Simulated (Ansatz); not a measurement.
The starting structures come from a database of crystals and need not be the phases stable at ambient conditions.

 Where the default PAW files enter, the runs use the earlier of Ansatz's two default sets.

**Evanescent states of Sr(MgBi)2 (P-3m1, not sure to be the ambient phase, 5 atoms a cell, 32.3 Å³ an atom) along the normal of (100)**

Method: r2SCAN (plane waves, PAW; Ansatz, an electronic-structure program).

The gap is the functional's own. No spin-orbit coupling. Mid-gap values are interpolated on the energy grid.

Energies count from the valence-band top; κ is the least over a 6×4 mesh across the current.

```tsv
E (eV)	κ (1/Å)	where
0.04	0.023	Γ
0.10	0.039	Γ
0.17	0.049	Γ
0.24	0.056	Γ
0.32	0.060	Γ
0.39	0.064	Γ
0.46	0.066	Γ
0.53	0.067	Γ
0.59	0.067	Γ
0.67	0.065	Γ
0.73	0.063	Γ
0.81	0.059	Γ
0.88	0.053	Γ
0.94	0.045	Γ
1.01	0.032	Γ
```

Q: How thick must the barrier be to attenuate the transmission by 10^8 when the electrodes' Fermi level lies at 0.81 eV, and what attenuation does that film give at 0.10 eV?

A: d = 8 ln 10 / (2 × 0.059) = 156.1 Å. At 0.10 eV it gives 8 × 0.039/0.059 = 5.3 decades.
